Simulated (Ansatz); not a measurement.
By PBEsol, the system below comes out a metal.

The ballistic (Sharvin) conductance counts the channels at the Fermi level: G/A = (e²/h) × channels of both spins per area.

Given:

```
CELL_PARAMETERS angstrom
      5.56978     0.00000     0.00000
      0.00000     6.12099     0.00000
      0.00000     1.80217     2.78984
ATOMIC_POSITIONS crystal
  Si 0.41768 0.17891 0.57109
  Si 0.58232 0.82109 0.42891
  Si 0.91768 0.32109 0.92891
  Si 0.08232 0.67891 0.07109
  Ni 0.31148 0.49205 0.75795
  Ni 0.68852 0.50795 0.24205
  Ni 0.81148 0.00795 0.74205
  Ni 0.18852 0.99205 0.25795
```

Space group of this cell: Pnma. The cell is taken as given; by PBEsol its mean pressure is -1.0 GPa.

The current flows along the normal of the first two printed cell vectors. No spin-orbit coupling; the value is a mean over 0.1 eV about the Fermi level.

Question: Compute, with Ansatz (a first-principles code) with PBEsol, the ballistic conductance per area.

Answer: 0.62 × 10¹⁵ S/m² for both spins.
